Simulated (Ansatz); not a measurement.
## Response to strain in Y

Consider Y in the hcp (Mg type) structure (space group P6_3/mmc, No. 194).

```xyz
2
Lattice="3.6826 0.0000 0.0000 -1.8413 3.1892 0.0000 0.0000 0.0000 5.6985" Properties=species:S:1:pos:R:3 pbc="T T T"
Y      0.0000     2.1261     4.2739
Y      1.8413     1.0631     1.4246
```

Cartesian axes are those of the cell as printed.

Strains are applied to the cell and any free atomic positions relax; under biaxial strain the out-of-plane vector relaxes too.

Method: Ansatz (a first-principles code), r2SCAN, PAW, cutoff 500 eV, without spin-orbit coupling.

Notes on the quantities. pressure: mean of the normal stresses, compression positive.

| variant | pressure | volume per atom | space group |
|---|---|---|---|
| base | 0.0 GPa | 33.46 Å³ | P6_3/mmc (No. 194) |
| biaxial strain −3.02 %, plane normal [001], relaxed out of plane | 2.0 GPa | 32.01 Å³ | P6_3/mmc (No. 194) |
| biaxial strain −2.54 %, plane normal [001], relaxed out of plane | 1.7 GPa | 32.23 Å³ | P6_3/mmc (No. 194) |
| biaxial strain −0.72 %, plane normal [001], relaxed out of plane | 0.5 GPa | 33.10 Å³ | P6_3/mmc (No. 194) |
| biaxial strain +1.21 %, plane normal [001], relaxed out of plane | -0.7 GPa | 34.07 Å³ | P6_3/mmc (No. 194) |
| isotropic strain −5.91 % | 9.6 GPa | 27.87 Å³ | P6_3/mmc (No. 194) |
| isotropic strain +4.95 % | -4.7 GPa | 38.68 Å³ | P6_3/mmc (No. 194) |
| isotropic strain +5.32 % | -4.9 GPa | 39.09 Å³ | P6_3/mmc (No. 194) |
| tensor shear ε_xy = −0.82 % | 0.0 GPa | 33.46 Å³ | P2_1/m (No. 11) |
| tensor shear ε_xz = +0.72 % | 0.0 GPa | 33.46 Å³ | C2/c (No. 15) |

Without a gap, meshes like the base's 15×15×8 leave anisotropic stresses uncertain by several tenths of a GPa, and small strain energies with them. Stability against distortions was not tested. The final runs are not spin-polarised.
